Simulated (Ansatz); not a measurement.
Cubic perovskite CsCaF3, treated with r²SCAN+rVV10 (Ansatz, an electronic-structure program, plane waves, PAW).

Run with plane-wave cutoff 560 eV, 8×8×8 k mesh, Fermi–Dirac smearing 0.01 eV, scalar-relativistic PAW data made under PBE.

The direct gap at Γ against volume; x = 100 ln(V/18.104 Å³). One gap is withheld.

```json
[
 {"V (Å³/atom)": "17.017", "x": "-6.19", "gap (eV)": "?"},
 {"V (Å³/atom)": "17.380", "x": "-4.08", "gap (eV)": "8.355"},
 {"V (Å³/atom)": "17.742", "x": "-2.02", "gap (eV)": "8.217"},
 {"V (Å³/atom)": "18.104", "x": "0.00", "gap (eV)": "8.085"},
 {"V (Å³/atom)": "18.466", "x": "1.98", "gap (eV)": "7.958"},
 {"V (Å³/atom)": "18.828", "x": "3.92", "gap (eV)": "7.835"},
 {"V (Å³/atom)": "19.190", "x": "5.83", "gap (eV)": "7.718"}
]
```

Fit a straight line to the rows shown, give the volume deformation potential and predict the withheld gap.

Means of the 6 rows: x̄ = 0.938, ȳ = 8.0280 eV. Σ(x − x̄)(y − ȳ) = -4.4184 and Σ(x − x̄)² = 68.720, so the slope is -0.0643 eV per unit of x, and dE_g/d ln V = -6.4 eV. At x = -6.19: 8.0280 + (-0.0643) × (-6.19 − (0.938)) = 8.486 eV. The run gives 8.499 eV, 0.013 eV above the line, as the curve bends the same way over all rows.

Spin–orbit coupling is not included.

Note: the relaxation could not lower the start's symmetry, so the cell can be a saddle point above a distorted one.
